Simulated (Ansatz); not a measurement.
InP (Imm2), r2SCAN with spin-orbit coupling, rigid bands (Ansatz, an electronic-structure program): Condition of this run: uniaxial stress along [110] of -7 GPa (compression positive) (the target of the relaxation). band gap 0.59 eV, N_c = 5.08e17 cm⁻³ and N_v = 7.86e18 cm⁻³ at 300 K, conductivity masses along y (a = (0.14, 3.09, 2.76) Å; b = (3.09, 0.14, 2.76) Å; c = (3.23, 3.23, 0.00) Å) of 0.0871 mₑ (electrons) and 0.531 mₑ (holes). Take k_BT = 0.02585 eV.

Question: What thermal injection velocity √(2k_BT/πm) limits a ballistic channel along the direction named?

Answer: 1.82e7 cm/s for electrons and 7.38e6 cm/s for holes, a ratio of √(m_h/m_e) = 2.47, for dilute carriers.

Question: Find the intrinsic carrier density and the intrinsic Fermi level.

Answer: n_i = √(N_c N_v) exp(−E_g/2k_BT) = 2.00e18 × exp(−11.41) = 2.2e13 cm⁻³. The level lies (k_BT/2) ln(N_v/N_c) = 35 meV from mid-gap (positive towards the conduction band). Each 0.1 eV added to the gap lowers n_i by a factor of 6.9.

Question: A film of it is 5 nm thick, with its normal along the direction named. Estimate the confinement energies in an infinite well.

Answer: ħ²π²/(2m t²) = 0.376 eV·nm²/(m/mₑ × t²) gives 173 meV for electrons and 28.3 meV for holes, so the gap would widen to about 0.79 eV. Finite barriers and nonparabolic bands lower this, and with several valleys or bands the heaviest mass along the normal sets the lowest level, not this average.

Rigid, parabolic bands with the computed gap; masses take one relaxation time for all states. Geometry: cell and atoms relaxed with PBEsol.
